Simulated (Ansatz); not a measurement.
System: C11b WSi2. Method: PBE+SOC (plane waves, PAW; Ansatz, a first-principles code).

Settings: plane-wave cutoff 520 eV, 24×24×24 k mesh, Fermi–Dirac smearing 0.05 eV, PAW data made under PBE.

Response to compression and expansion:

Shape and atoms are relaxed at each volume.

```tsv
V (Å³/atom)	P (GPa)	c (Å)	a (Å)
13.120	9.66	7.775	3.182
13.394	4.57	7.820	3.206
13.667	0.00	7.865	3.229
13.940	-4.10	7.910	3.252
14.214	-7.77	7.954	3.274
```

Note: the bulk modulus comes from volumes at which shape and atoms were relaxed.
